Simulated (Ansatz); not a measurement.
The starting structures come from a database of crystals and need not be the phases stable at ambient conditions.

The decay constant κ of evanescent states in the gap governs leakage through a thin film.

Data:

```xyz
16
Lattice="6.6362 0.0000 0.0000 0.0000 7.0445 0.0000 0.0000 0.0000 7.7880" Properties=species:S:1:pos:R:3 pbc="T T T"
Cd     6.5314     1.0182     0.0000
Cd     3.2133     6.0263     3.8940
Ag     3.3533     2.2807     1.8923
Ag     0.0352     4.7638     2.0017
Ag     3.3533     2.2807     5.8957
Ag     0.0352     4.7638     5.7863
Ge     6.5559     1.2239     3.8940
Ge     3.2378     5.8206     0.0000
S      5.4641     5.7757     0.0000
S      2.1460     1.2689     3.8940
S      2.5277     4.6940     5.9848
S      5.8457     2.3505     5.6972
S      2.5277     4.6940     1.8032
S      5.8457     2.3505     2.0908
S      2.4489     0.8535     0.0000
S      5.7670     6.1910     3.8940
```

Space group of this cell: Pmn2_1. The cell is taken as given; by r2SCAN its mean pressure is 0.5 GPa.

Transport runs along the normal of the first two printed cell vectors.

The gap is the functional's own, uncorrected, and κ follows it; spin-orbit coupling is left out. Mid-gap values are interpolated between the computed energies.

Task: Estimate the band gap and the smallest decay constant κ at mid-gap that Ansatz (a program for electronic structure) with r2SCAN returns for this system.

Result: Gap 1.06 eV on a 6×4×4 mesh; κ = 0.109 1/Å, at the zone centre.
